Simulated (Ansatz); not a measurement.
The starting structures come from a database of crystals and need not be the phases stable at ambient conditions.

 Where the default PAW files enter, the runs use the earlier of Ansatz's two default sets.

By PBEsol, the system below comes out a metal.

```
PdGe
1.0
    3.47827     0.00000     0.00000
    0.00000     6.17023     0.00000
    0.00000     0.00000     5.66790
Ge Pd
4 4
Cartesian
  0.86957   2.60501   4.61707
  2.60871   3.56522   1.05083
  2.60871   5.69012   3.88478
  0.86957   0.48011   1.78312
  0.86957   4.99178   5.64647
  2.60871   1.17845   0.02142
  2.60871   1.90666   2.85537
  0.86957   4.26357   2.81252
```

Space group of this cell: Pnma. The cell is strained (all lengths scaled by 0.98); by PBEsol its mean pressure is 7.0 GPa.

The current flows along the normal of the first two printed cell vectors. No spin-orbit coupling; the value is a mean over 0.1 eV about the Fermi level.

Problem. Compute, with PBEsol in Ansatz (a first-principles code), the ballistic conductance per area.

Solution. 0.54 × 10¹⁵ S/m² for both spins.
